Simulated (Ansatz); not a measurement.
# SrMgF4 (Cmc2₁, No. 36, 12 atoms in the cell; start COD 7218677)

Computed with r²SCAN+SOC (Ansatz, a first-principles code, PAW).

Numerical settings: plane-wave cutoff 560 eV, 10×10×6 k mesh (along the axes of the cell as run), Fermi–Dirac smearing 0.01 eV, PAW data made under PBE.

Cell (measured lattice):

```
MgSrF4
1.0
    1.96850    -7.24400     0.00000
    1.96850     7.24400     0.00000
    0.00000     0.00000     5.63800
Sr Mg F
2 2 8
Cartesian
  1.96850   2.29200   3.07948
  1.96850  -2.29200   0.26048
  1.96850  -6.03425   0.53448
  1.96850   6.03425   3.35348
  1.96850   1.22134   0.63709
  1.96850  -1.22134   3.45609
  1.96850  -4.34495   1.61754
  1.96850   4.34495   4.43654
  1.96850   6.77024   5.23827
  1.96850  -6.77024   2.41927
  1.96850  -4.92302   4.58369
  1.96850   4.92302   1.76469
```

```json
{
 "band_gap": "7.68 eV (indirect)",
 "smallest_direct_gap_on_the_k_points_sampled": "7.77 eV"
}
```

Note: the file's cell can be that of a phase stable at another temperature; cell and atoms aren't relaxed at this level (largest force component 0.21 eV/Å, pressure -0.4 GPa).

The computed numbers hold no vibrational or temperature effects.

Cost on a shared machine: roughly 70 core-minutes.
